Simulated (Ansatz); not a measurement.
Consider TiB2 (space group P6/mmm, No. 191; a = 3.017 Å, c = 3.185 Å). Axes: x lies along a and z along c of the hexagonal cell.

The values are results of PBEsol in Ansatz (plane waves to 420 eV, PAW, spin-orbit coupling left out), not measurements.

Strains are applied to the cell and any free atomic positions relax.

One change was made to it. Results:

| quantity | base | after |
|---|---|---|
| energy relative to the base (free energy F) | 0 meV/atom | +8.4 meV/atom |
| pressure (mean of the normal stresses, compression positive) | 0.0 GPa | 0.4 GPa |
| band gap | zero | zero |

Which of these changes matches the shifts?
(A) tensor shear ε_xz = +1.71 %
(B) tensor shear ε_xz = +0.86 %
(C) tensor shear ε_xz = +1.14 %
(D) tensor shear ε_xz = +1.43 %

A, tensor shear ε_xz = +1.71 %. For comparison, the energy relative to the base in the other runs: tensor shear ε_xz = +1.43 % gives +5.9 meV/atom; tensor shear ε_xz = +0.86 % gives +2.1 meV/atom; tensor shear ε_xz = +1.14 % gives +3.8 meV/atom.

The mesh was chosen for an insulator and is coarse for the gapless case. Without a gap, meshes like the base's 13×13×10 leave anisotropic stresses uncertain by several tenths of a GPa, and small strain energies with them. Stability against distortions was not tested. The final runs are not spin-polarised.

Ansatz is an electronic-structure program.
